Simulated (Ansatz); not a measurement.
The starting structures come from a database of crystals and need not be the phases stable at ambient conditions.

 Where the default PAW files enter, the runs use the earlier of Ansatz's two default sets.

Inside the gap of an insulator the Bloch states are evanescent, with a wavenumber k + iκ along the transport direction.

```
HfO2
1.0
    5.20238     0.00000     0.00000
    0.00000     9.97217     0.00000
    0.00000     0.00000     5.03775
Hf O
8 16
Direct
  0.53510   0.11542   0.75441
  0.46490   0.88458   0.24559
  0.03510   0.88458   0.74559
  0.96490   0.11542   0.25441
  0.46490   0.38458   0.25441
  0.53510   0.61542   0.74559
  0.96490   0.61542   0.24559
  0.03510   0.38458   0.75441
  0.73867   0.47714   0.99756
  0.26133   0.52286   0.00244
  0.23867   0.52286   0.50244
  0.76133   0.47714   0.49756
  0.26133   0.02286   0.49756
  0.73867   0.97714   0.50244
  0.76133   0.97714   0.00244
  0.23867   0.02286   0.99756
  0.37351   0.28946   0.62580
  0.62649   0.71054   0.37420
  0.87351   0.71054   0.87420
  0.12649   0.28946   0.12580
  0.62649   0.21054   0.12580
  0.37351   0.78946   0.87420
  0.12649   0.78946   0.37420
  0.87351   0.21054   0.62580
```

Space group of this cell: Pbca. The cell is taken as given; by r2SCAN its mean pressure is 4.1 GPa.

Transport runs along the normal of the first two printed cell vectors.

The gap is the functional's own, uncorrected, and κ follows it; spin-orbit coupling is left out. Mid-gap values are interpolated between the computed energies.

Question: Predict the band gap and the smallest decay constant κ at mid-gap from r2SCAN (Ansatz, a first-principles code).

Answer: Gap 4.87 eV on a 6×4×6 mesh; κ = 0.420 1/Å, at the zone centre.
